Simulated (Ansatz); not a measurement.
Data:

```
BP
1.0
    3.12765     0.00000     0.00000
    0.00000     3.12765     0.00000
    1.56382    -1.56382     2.26103
B P
1 1
Direct
  0.00000   0.00000   0.00000
  0.75000   0.75000   0.50000
```

No spin polarisation.

Method: LDA/PAW in Ansatz (an electronic-structure program), no SOC. Γ-centred 13×13×13 mesh, Fermi–Dirac width 0.05 eV.

Q: Estimate the valence-band top at Γ (three highest levels, from the VBM).

A: 0.00, 0.00, -0.23 eV.

Q: Estimate the pressure (mean of the normal stresses, compression positive).

A: 42.4 kbar.

The levels and masses belong to the bands next to the band gap. The cells carry an imposed strain or load. Whether these cells are dynamically stable was not tested. The cell was made from BP in the zinc blende structure (space group F-43m, No. 216) by this change: biaxial strain −1.50 %, plane normal [001], relaxed out of plane.
